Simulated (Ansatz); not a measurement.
## Defect calculation: Er on the Al site in metastable zinc-blende AlN

Computed with PBE, PAW (plane waves to 420 eV; Ansatz, a first-principles code). A supercell of 64 sites (2×2×2 repeats of a cell of 8 atoms) was used; the energies come from a 2×2×2 shifted sampling of its zone. Site at the start: the Al site. Finite-size correction: monopole term and site-potential alignment. Dielectric constants: PBE linear response of the host. Host gap at this level: 3.31 eV. A cell of this size leaves errors of a few tenths of an eV. PBE underestimates the host's gap, which shifts levels and can delocalise carriers. Spin–orbit coupling is left out, and no Hubbard U is applied to the open shells. Each state is the lowest found from its start.

Charges with a result: +1, 0, −1. Others weren't obtained, and one of them could lie lower, also by skipping a charge.

| charge | moment (μB) | largest move off a lattice site (Å) | image correction with alignment (eV) |
|---|---|---|---|
| +1† | 4.0 | 0.29 | 0.66 |
| 0 | 3.0 | 0.24 | 0.00 |
| −1† | 2.0 | 0.27 | -0.22 |

† Not settled in this cell, so no level is given: charge +1: level within 0.1 eV of a band edge or past it; charge −1: a level filled in part, carriers not clearly localised, level within 0.1 eV of a band edge or past it.

Flagged in the runs: a doubtful potential alignment.
